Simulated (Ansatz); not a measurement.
An Ansatz (a program for electronic structure) run: ZnCu2SnS4 with a change (pressure 9 GPa); LDA/PAW in Ansatz, no spin-orbit coupling.

Input:

Ansatz 0.2 input:
```yaml
crystal:
  lattice:
    - [-2.6183986089, 2.6183986089, 5.2411258938]
    - [2.6183986089, -2.6183986089, 5.2411258938]
    - [2.6183986089, 2.6183986089, -5.2411258938]
  atoms:
    - { symbol: Cu, position: [0, 0, 0] }
    - { symbol: Cu, position: [0.75, 0.25, 0.5] }
    - { symbol: Zn, position: [0.25, 0.75, 0.5] }
    - { symbol: Sn, position: [0.5, 0.5, 0] }
    - { symbol: S, position: [0.3693248664, 0.9010963167, 0.009068117] }
    - { symbol: S, position: [0.0989036833, 0.1079718003, 0.4682285497] }
    - { symbol: S, position: [0.8920281997, 0.3602567494, 0.990931883] }
    - { symbol: S, position: [0.6397432506, 0.6306751336, 0.5317714503] }
basis: { ecutwfc: 420, ecutrho_ratio: 4, xc_grid: 2, fft_grid_basis: typed }
kpoints: { mp_grid: { grid: [9, 9, 9] } }
hamiltonian:
  xc: lda
  dispersion: none
  pseudopotentials: { kind: paw }
scf: { occupations: { method: fermi_dirac, width: 0.05 } }
relax: { f_tol: 0.01, max_steps: 60, cell: { stress_tol: 0.02, p_target: 9.0 } }
output: { forces: true, stress: true }
checkpoint: { write: state.ck, write_every: 1000 }
```

Output (explanatory and most iteration lines left out):

```
Relaxation: its limit of steps is 60 (relax.max_steps)
Pseudopotential: Cu, paw, valence charge 19
Pseudopotential: Zn, paw, valence charge 12
Pseudopotential: Sn, paw, valence charge 14
Pseudopotential: S, paw, valence charge 6
Crystal: 8 atoms, lattice volume = 143.733 Å³
Basis set: ecut = 420 eV, 2817 PW (Γ), exchange–correlation on 90×90×90 points (8 copies of the dense FFT grid, shifted against one another)
Bands: 53, of which v1, the nominal top of the filled ones, is band 44 counted from 1 (43 counted from 0)
Symmetry: 4 space group operations
Space group: I-4 (ITA 82), of the structure as read, at distance tolerance 5.2e-5 Å
k-points: 105 of 729 (time reversal used)
Functional: x = slater, c = lda
SCF iter   1: F=—  HF=-25719.192057 eV  |F-HF|=—  |Δ(HF+E_count)|=         —  Δρ=1.13e-2  dr2=1.06e-1  ethr=1.77e-3  ⟨swp⟩=7.2  Hψ=23516  notcnv=0  defer=67
SCF iter   2: F=—  HF=-25719.185417 eV  |F-HF|=—  |Δ(HF+E_count)|=   6.64e-3  Δρ=9.10e-3  dr2=8.93e-2  ethr=1.20e-4  ⟨swp⟩=2.0  Hψ=11629  notcnv=0  defer=341
SCF 1 converged in 10 iterations: F = -25719.162773 eV  dr2 = 1.82e-8
relax step   1: F+E_penalty+E_count = -25719.16277251 eV  Δ(F+E_penalty+E_count) = +0.000e0 eV  max|allowed force component| = 1.755e-3 eV/Å  Δτ_max = 0.0000 Å  P = +4.500 GPa  Ω = 143.733 Å³  (10 SCF iters, dr2 threshold 1.00e-7 eV, accepted)
[... steps on the carried basis left out ...]
relax step   5: F+E_penalty+E_count = -25718.94048423 eV  Δ(F+E_penalty+E_count) = +2.075e-3 eV  max|allowed force component| = 2.410e-3 eV/Å  Δτ_max = 0.0000 Å  P = +8.998 GPa  Ω = 138.394 Å³  stress off target by 3.88e-3 GPa  SCF on the basis re-selected at this cell (its energy is not comparable with the rows above)  (7 SCF iters)
SCF converged after 7 iterations
Free energy (F): -25718.940484 eV
Internal energy: -25718.940400 eV  (E = F + TS)
E sigma→0 (E₀):  -25718.940442 eV
Entropy (-TS):   -0.000084 eV (-0.011 meV/atom)
Fermi energy:    10.241462 eV
--- Forces (eV/Å), atoms counted from 1 ---
  atom   1  Cu    -0.00000000    -0.00000000     0.00000000
  atom   2  Cu    -0.00000000     0.00000000     0.00000000
  atom   3  Zn     0.00000000    -0.00000000     0.00000000
  atom   4  Sn    -0.00000000     0.00000000     0.00000000
  atom   5  S      0.00240970    -0.00096374    -0.00140444
  atom   6  S     -0.00096374    -0.00240970     0.00140444
  atom   7  S     -0.00240970     0.00096374    -0.00140444
  atom   8  S      0.00096374     0.00240970     0.00140444
--- Stress (GPa, compression-positive) ---
        8.999185       0.000000      -0.000000
       -0.000000       8.999185      -0.000000
       -0.000000      -0.000000       8.996123
  P = ⅓ Tr σ = 8.9982 GPa (89.982 kbar)
--- Relaxed structure (4 steps of the walk, 4 accepted, 1 SCFs on fresh bases) ---
  cell:  # Å, volume = 138.3942 Å³
    - [-2.5852806559060464, 2.5852806559060464, 5.176575190963659]
    - [2.5852806559060464, -2.5852806559060464, 5.176575190963659]
    - [2.5852806559060464, 2.5852806559060464, -5.176575190963659]
  atoms:
    - { symbol: Cu, position: [-2.5879419409259827e-20, 2.0703535527407018e-20, -5.1758838818528635e-21] }
    - { symbol: Cu, position: [0.7500000000000001, 0.24999999999999992, 0.5000000000000001] }
    - { symbol: Zn, position: [0.24999999999999992, 0.7500000000000001, 0.5000000000000001] }
    - { symbol: Sn, position: [0.49999999999999994, 0.49999999999999994, -2.3856020809647172e-20] }
    - { symbol: S, position: [0.3689202789144678, 0.9019349896257327, 0.008927806796271143] }
    - { symbol: S, position: [0.09806501037426732, 0.10699281717053843, 0.4669852892887352] }
    - { symbol: S, position: [0.8930071828294617, 0.35999247211819674, 0.9910721932037291] }
    - { symbol: S, position: [0.6400075278818034, 0.6310797210855321, 0.5330147107112648] }
```

Load acts through the strain it causes; cell and atoms are relaxed under it. Whether these cells are dynamically stable was not tested. No other phases were tried under pressure. All final runs are without spin polarisation. The cell was made from ZnCu2SnS4 (space group I-4, No. 82) by this change: pressure 9 GPa.
